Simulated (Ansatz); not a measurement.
Consider this model of amorphous Hf6Nb6Ta6Ti6Zr6N15.

```xyz
45
Lattice="8.6964 0.0000 0.0000 0.0000 8.6964 0.0000 0.0000 0.0000 8.6964" Properties=species:S:1:pos:R:3 pbc="T T T"
Hf     7.1320     8.4338     6.0041
Hf     1.9989     8.5858     2.5851
Hf     5.4765     6.5397     7.8157
Hf     8.0334     4.6616     7.2462
Hf     5.3539     3.1207     8.0790
Hf     0.4939     3.7066     4.2611
Nb     3.2482     2.1668     4.3736
Nb     6.9999     6.9940     2.0421
Nb     0.8616     5.6508     1.2408
Nb     4.4928     0.6763     6.7473
Nb     3.5321     4.9905     0.4540
Nb     1.7238     6.0092     6.9626
Ta     3.9479     4.6060     5.8147
Ta     5.0794     3.0338     2.5476
Ta     2.2364     2.9004     7.1387
Ta     8.2187     1.8251     8.1742
Ta     5.4256     0.5117     0.7579
Ta     6.4124     2.6477     5.3355
Ti     8.3435     7.6913     8.4685
Ti     3.0108     5.1965     3.2593
Ti     7.1901     4.1955     1.5427
Ti     4.4039     7.0263     1.9397
Ti     3.3032     7.4214     5.1894
Ti     1.0192     0.9731     5.4977
Zr     0.3701     6.7388     4.4525
Zr     2.3474     8.5825     8.3206
Zr     6.0391     5.6769     4.3154
Zr     2.0217     2.6788     1.4500
Zr     5.2246     0.1448     3.7916
Zr     7.8549     1.3030     2.6339
N      7.4919     5.8495     0.3110
N      2.2111     5.6040     4.9813
N      7.2569     7.8564     3.9212
N      6.5860     2.2536     0.9732
N      2.5596     6.6252     1.6436
N      1.5375     4.3801     8.4389
N      0.6719     0.7385     0.9421
N      1.1994     1.7835     3.5529
N      5.2684     5.1960     2.2246
N      5.1984     7.5089     5.7667
N      0.0597     2.7261     6.2604
N      7.1212     3.3530     3.4926
N      8.5318     6.9040     6.5478
N      3.8125     1.2477     2.3313
N      4.3045     2.6471     6.2284
```

The numbers are results of PBE, scalar-relativistic without spin-orbit coupling (plane waves to 420 eV, PAW; Ansatz, a program for electronic structure), not measurements. The usual formal charges leave 87 electrons over, so the level spacing at the Fermi energy parts defect or band states and needn't be the band gap.

It comes from a melt-quench run on a machine-learned potential (CHGNet), relaxed afterwards by DFT. N atoms were pushed apart under 1.9 Å during the dynamics, to hinder bonds among them. The hot cell started wider than the set density and was brought back towards it in steps. It is the lowest in DFT energy of 2 quenches. It is a model cell: composition and starting density were chosen by hand, and all elements were melted together. No dispersion term was used. Its density started from a set value of 9.51 and ended at 9.49 g/cm³. The simulated quench (nominally 390 K/ps over its main leg) is rapid and tends to freeze in more defects than a deposited or slowly cooled glass has. A cell of this size samples the disorder only roughly. The volume was free in the relaxation, at fixed shape. Stress components on the final sampling reach 6.2 GPa. On a 2×2×2 Γ-centred mesh force components of up to 0.35 eV/Å stay, since the relaxation ran on one k-point at (1/4, 1/4, 1/4).

Bonds are counted up to Hf-Hf 3.34 Å, Hf-Nb 3.23 Å, Hf-Ta 3.23 Å, Hf-Ti 3.23 Å, Hf-Zr 3.38 Å, Hf-N 2.82 Å, Nb-Nb 3.12 Å, Nb-Ta 3.12 Å, Nb-Ti 3.12 Å, Nb-Zr 3.27 Å, Nb-N 2.68 Å, Ta-Ta 3.12 Å, Ta-Ti 3.12 Å, Ta-Zr 3.27 Å, Ta-N 2.70 Å, Ti-Ti 3.12 Å, Ti-Zr 3.27 Å, Ti-N 2.66 Å, Zr-Zr 3.41 Å, Zr-N 2.98 Å, N-N 1.70 Å. Two cations that share two anions don't count as bonded, nor two that share one unless they lie closer than Hf-Hf 3.25 Å, Hf-Nb 3.15 Å, Hf-Ta 3.15 Å, Hf-Ti 3.15 Å, Hf-Zr 3.28 Å, Nb-Nb 3.04 Å, Nb-Ta 3.04 Å, Nb-Ti 3.04 Å, Nb-Zr 3.18 Å, Ta-Ta 3.04 Å, Ta-Ti 3.04 Å, Ta-Zr 3.18 Å, Ti-Ti 3.04 Å, Ti-Zr 3.18 Å, Zr-Zr 3.32 Å.

Question: Give the coordination numbers, mean bond lengths and angles.

Answer: 
```json
{
 "Mean coordination of Hf by anions": "3.17 (2 with 2, 1 with 3, 3 with 4); 29 close contacts or bonds to cations besides",
 "Mean coordination of Nb by anions": "2.83 (1 with 2, 5 with 3); 28 close contacts or bonds to cations besides",
 "Mean coordination of Ta by anions": "2.83 (2 with 2, 3 with 3, 1 with 4); 29 close contacts or bonds to cations besides",
 "Mean coordination of Ti by anions": "2.67 (3 with 2, 2 with 3, 1 with 4); 29 close contacts or bonds to cations besides",
 "Mean coordination of Zr by anions": "3.50 (1 with 2, 2 with 3, 2 with 4, 1 with 5); 25 close contacts or bonds to cations besides",
 "Mean coordination of N": "6.00 (1 with 5, 13 with 6, 1 with 7)",
 "Mean Zr-N bond": "2.392 Å (spread 0.159 Å, 21 counted)",
 "Mean Hf-N bond": "2.282 Å (spread 0.132 Å, 19 counted)",
 "Mean Nb-N bond": "2.202 Å (spread 0.136 Å, 17 counted)",
 "Mean Ta-N bond": "2.228 Å (spread 0.119 Å, 17 counted)",
 "Bond angle at Hf": "mean 97.3°, spread 33.3°",
 "Bond angle at Nb": "mean 99.0°, spread 34.3°",
 "Bond angle at Ta": "mean 98.0°, spread 33.3°",
 "Bond angle at Ti": "mean 98.5°, spread 34.0°",
 "Bond angle at Zr": "mean 98.7°, spread 33.9°",
 "Bond angle at N": "mean 105.2°, spread 32.1°"
}
```

Question: List the pairs of like atoms that count as bonded by the rules above.

Answer: Hf1-Hf3 (3.10 Å), Hf3-Hf4 (3.22 Å), Hf4-Hf5 (3.20 Å), Nb8-Nb9 (3.00 Å), Nb11-Nb12 (3.02 Å), Ta13-Ta15 (2.76 Å), Ti20-Ti23 (2.96 Å), Zr25-Zr27 (3.21 Å), Zr29-Zr30 (3.10 Å).

Question: What Bader charges do the atoms carry, from a run on one k-point at (1/4, 1/4, 1/4)?

Answer: Means (range): Hf +1.23 e (+0.90 to +1.51), Nb +0.43 e (+0.14 to +0.68), Ta +0.51 e (+0.15 to +0.92), Ti +1.03 e (+0.85 to +1.28), Zr +1.20 e (+0.93 to +1.65), N -1.76 e (-1.82 to -1.67).
| atom | charge (e) |
|---|---|
| Hf1 | +1.34 |
| Hf2 | +1.29 |
| Hf3 | +1.03 |
| Hf4 | +1.30 |
| Hf5 | +0.90 |
| Hf6 | +1.51 |
| Nb7 | +0.51 |
| Nb8 | +0.39 |
| Nb9 | +0.68 |
| Nb10 | +0.14 |
| Nb11 | +0.20 |
| Nb12 | +0.65 |
| Ta13 | +0.29 |
| Ta14 | +0.92 |
| Ta15 | +0.56 |
| Ta16 | +0.67 |
| Ta17 | +0.15 |
| Ta18 | +0.49 |
| Ti19 | +1.06 |
| Ti20 | +1.07 |
| Ti21 | +1.28 |
| Ti22 | +0.85 |
| Ti23 | +0.92 |
| Ti24 | +0.99 |
| Zr25 | +1.04 |
| Zr26 | +0.93 |
| Zr27 | +1.23 |
| Zr28 | +1.36 |
| Zr29 | +0.97 |
| Zr30 | +1.65 |
| N31 | -1.79 |
| N32 | -1.81 |
| N33 | -1.75 |
| N34 | -1.82 |
| N35 | -1.72 |
| N36 | -1.68 |
| N37 | -1.79 |
| N38 | -1.81 |
| N39 | -1.67 |
| N40 | -1.76 |
| N41 | -1.80 |
| N42 | -1.77 |
| N43 | -1.68 |
| N44 | -1.72 |
| N45 | -1.80 |
